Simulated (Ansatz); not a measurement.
Results of PBE (PAW; Ansatz, an electronic-structure program) for BeS (model structure, started from the GeS type, Pnma, No. 62, 8 atoms in the cell).

Numerical settings: plane-wave cutoff 520 eV, 6×18×16 k mesh (along the axes of the cell as run), Fermi–Dirac smearing 0.05 eV, scalar-relativistic PAW data made under PBE.

Computed at the level's own relaxed cell.

```yaml
crystal:
  lattice:
    - [8.98566, 0.00000, 0.00000]
    - [0.00000, 3.43367, 0.00000]
    - [0.00000, 0.00000, 5.78365]
  atoms:
    - { symbol: Be, position: [0.23826, 0.25000, 0.48931] }
    - { symbol: Be, position: [0.26174, 0.75000, 0.98931] }
    - { symbol: Be, position: [0.76174, 0.75000, 0.51069] }
    - { symbol: Be, position: [0.73826, 0.25000, 0.01069] }
    - { symbol: S, position: [0.80135, 0.25000, 0.34220] }
    - { symbol: S, position: [0.69865, 0.75000, 0.84220] }
    - { symbol: S, position: [0.19865, 0.75000, 0.65780] }
    - { symbol: S, position: [0.30135, 0.25000, 0.15780] }
```

Problem. List the 22 lowest band energies at Γ above −25 eV (eV, relative to the valence band maximum), grouping those that round alike.

Solution. At Γ: -12.00, -11.90, -10.98, -10.95, -4.14, -4.04, -2.25, -1.64, -1.58, -1.26, -1.10, -0.76, -0.37, -0.23, -0.20, -0.12, 4.71, 5.15, 5.58, 5.66, 5.77, 6.75.

Note: the relaxation could raise the start's symmetry but not lower it, so the cell can be a saddle point; the cell has widely spaced layers and the level no dispersion term, so their spacing and the moduli can rest on weak binding.

A model structure was made by putting elements into a prototype or built by hand; it is no filed structure, need not be a known phase, and can be a saddle point held by its symmetry.
